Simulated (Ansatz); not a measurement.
Where the default PAW files enter, the runs use the earlier of Ansatz's two default sets.

Crystal: NaCl (Fm-3m, rock salt, 2 atoms a cell, 21.8 Å³ an atom); both levels run on this one cell.

Complex bands along the normal of (111) by Ansatz (plane waves, PAW, no spin-orbit coupling). r2SCAN gives a gap of 6.01 eV and a slowest mid-gap decay of 0.404 1/Å.

Question: What does PBE give on the same cell, and what does that do to the current through 2 nm?

Answer: Gap 5.22 eV, κ = 0.375 1/Å. The mid-gap transmission through 2 nm changes by exp(2 × 20 × (0.404 − 0.375)) = a factor of 3.2 against r2SCAN.

Ansatz is a first-principles code.
